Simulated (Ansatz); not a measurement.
**Carrier properties of MgO under load (space group I4/mmm)**

Data:

```yaml
crystal:
  lattice:
    - [0.00000, 2.07238, 2.12930]
    - [2.07238, 0.00000, 2.12930]
    - [2.07238, 2.07238, 0.00000]
  atoms:
    - { symbol: Mg, position: [0.00000, 0.00000, 0.00000] }
    - { symbol: O, position: [0.50000, 0.50000, 0.50000] }
```

Level of theory: r2SCAN, rigid bands (plane waves, PAW, scalar-relativistic; Ansatz, a first-principles code). Condition of this run: biaxial stress in (001) of 6 GPa (compression positive) (the target of the relaxation). Cell: cell and atoms relaxed with PBEsol, then loaded as said.

The band gap comes out as 5.81 eV and the electron conductivity mass (300 K, dilute) is 0.39 (x), 0.39 (y), 0.36 (z) mₑ. The hole conductivity mass (300 K, dilute) comes out as 2.2 (x), 2.2 (y), 1.89 (z) mₑ. The effective density of states N_c (300 K) is 5.8e18 cm⁻³ and the effective density of states N_v (300 K) is 1.0e20 cm⁻³. The density-of-states mass, electrons is 0.38 mₑ and the density-of-states mass, holes comes out as 2.5 mₑ. The Seebeck coefficient, n-type 1e19 cm⁻³, 300 K is -180 μV/K, the best n-type power factor at 300 K for τ = 10 fs (best axis; densities from 1e16 to 1e21 cm⁻³ tried, whether or not they can be reached) comes out as 2.6 μW/(cm·K²) at 3e19 cm⁻³ and the Seebeck coefficient, p-type 1e19 cm⁻³, 300 K is 464 μV/K.

Rigid bands; masses and Seebeck coefficients take one relaxation time τ for all states and one kind of carrier; polarons and phonon drag are left out. Spin-orbit coupling is left out. Geometry: cell and atoms relaxed with PBEsol.
